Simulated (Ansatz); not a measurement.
We consider SnC (model structure, from the NiAs type, P6₃/mmc, No. 194), described by PBEsol+SOC (plane waves, PAW; Ansatz, a first-principles code).

The input as run:

Ansatz 0.2 input:
```yaml
crystal:
  lattice:
    - [3.3317243122, 0.0, 0.0]
    - [-1.6658621561, 2.8853578928, 0.0]
    - [0.0, 0.0, 5.7991798627]
  atoms:
    - { symbol: Sn, position: [0.0, 0.0, 0.0] }
    - { symbol: Sn, position: [0.0, 0.0, 0.5] }
    - { symbol: C, position: [0.3333333333, 0.6666666667, 0.25] }
    - { symbol: C, position: [0.6666666667, 0.3333333333, 0.75] }
basis:
  ecutwfc: 520
  ecutrho_ratio: 4
  xc_grid: 2
kpoints:
  mp_grid: { grid: [18, 18, 10] }
hamiltonian:
  xc: pbesol
  dispersion: none
  pseudopotentials: { kind: paw }
scf:
  occupations: { method: fermi_dirac, width: 0.05 }
  convergence: { dr2_threshold: 0.0000000004 }
output:
  forces: true
  stress: true
  eigenvalues: true
magnetization:
  noncollinear: true
  spin_orbit: true
```

Excerpt of the program's output:

```
Crystal: 4 atoms, lattice volume = 55.749 Å³
Basis set: ecut = 520 eV, 1497 PW (Γ), exchange–correlation on 50×50×90 points (8 copies of the dense FFT grid, shifted against one another)
Bands: 44, of which v1, the nominal top of the filled ones, is band 36 counted from 1 (35 counted from 0)
Symmetry: 24 space group operations + 24 with time reversal
k-points: 222 of 3240
Initial density: superposition of atomic densities (chi_scale 0.1, normalization cell, long waves kept (reshape's long-wave potential 0.00 eV rms))
Functional: x = pbesol(κ = 0.804, μ = 0.12345679012345678), c = pbesol(β = 0.046)
spin=Noncollinear: Kerker preconditioning applied to the charge; magnetization (m_x, m_y, m_z) channels mix plain (no charge-response kernel on spin).
SCF 1 converged in 10 iterations: F = -12391.495509 eV  dr2 = 4.73e-11
SCF converged after 10 iterations
Free energy (F): -12391.495509 eV
Internal energy: -12391.485286 eV  (E = F + TS)
E sigma→0 (E₀):  -12391.490398 eV
Fermi energy:    13.278462 eV
--- Stress (GPa, compression-positive) ---
       -0.943288       0.000000      -0.000000
       -0.000000      -0.943288       0.000000
       -0.000000       0.000000      -1.069112
  P = ⅓ Tr σ = -0.9852 GPa (-9.852 kbar)
```

The PAW data were made under PBE.

Note: the cell keeps the symmetry of its start, so it can be a saddle point. Note: cell and atoms aren't relaxed at this level (pressure -1.0 GPa).

A model structure was made by putting elements into a prototype or built by hand; it is no filed structure, need not be a known phase, and can be a saddle point held by its symmetry.
